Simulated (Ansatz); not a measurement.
Take AlAsO$_{4}$ (space group I-4, No. 82; a = 5.112 Å, c = 7.551 Å; a cell from a computed database, its experimental status unchecked) as the base. Axes: x, y, z lie along a, b, c of the conventional cell.

Modification: tensile biaxial strain of 1.52 % in the plane normal to [001], as in epitaxy on a mismatched substrate; the out-of-plane cell vector and the atoms relax.

Levels (all Ansatz, an electronic-structure program, PAW): PBEsol (420 eV, no spin-orbit coupling); r2SCAN (500 eV, spin-orbit coupling left out); HSE06 (420 eV, no SOC).

One geometry, relaxed with PBEsol, under each level:

```csv
level,band gap,lowest conduction level above the VBM at special points,pressure
PBEsol,4.49 eV,Γ 4.49 eV; N 5.92 eV; P 6.25 eV; X 6.31 eV,-0.33 GPa
r2SCAN,?,?,?
HSE06,6.44 eV,Γ 6.44 eV; N 8.11 eV; P 8.50 eV,–
```

### Question
Give the withheld r2SCAN results.

### Answer

- r2SCAN, band gap: 5.20 eV
- r2SCAN, lowest conduction level above the VBM at special points: Γ 5.20 eV; N 6.74 eV; P 7.08 eV; X 7.14 eV
- r2SCAN, pressure: -2.37 GPa

Single points use the geometry relaxed with PBEsol. Their cutoffs differ, which shifts pressures a little. Whether these cells are dynamically stable was not tested.
